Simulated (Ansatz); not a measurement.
Consider W in the bcc (W type) structure (space group Im-3m, No. 229; a = 3.135 Å; relaxed with 0.1 eV smearing). Axes: x, y, z lie along the cube axes.

Calculations: Kohn–Sham DFT with the LDA functional, run in Ansatz (a quantum-chemistry and plane-wave program) with PAW and 420 eV plane waves, no spin-orbit coupling.

Strains are applied to the cell and any free atomic positions relax.

One change was made to it. Results:

The energy rises by 26 meV/atom; the band gap is still zero; the shortest interatomic distance drops by 0.027 Å, from 2.715 Å to 2.688 Å; the pressure (mean of the normal stresses, compression positive) goes from zero to 11.0 GPa.

Q: Which of these changes matches the shifts?
(A) uniaxial strain ε_zz = −3.00 %
(B) uniaxial strain ε_zz = +2.00 %
(C) uniaxial strain ε_zz = +1.00 %
(D) uniaxial strain ε_zz = −0.50 %
(E) uniaxial strain ε_zz = −2.50 %

A: A, uniaxial strain ε_zz = −3.00 %. For comparison, the energy relative to the base in the other runs: uniaxial strain ε_zz = −0.50 % gives +0.7 meV/atom; uniaxial strain ε_zz = −2.50 % gives +18 meV/atom; uniaxial strain ε_zz = +2.00 % gives +10 meV/atom; uniaxial strain ε_zz = +1.00 % gives +2.6 meV/atom.

No phonon test of stability was made. All final runs are without spin polarisation.
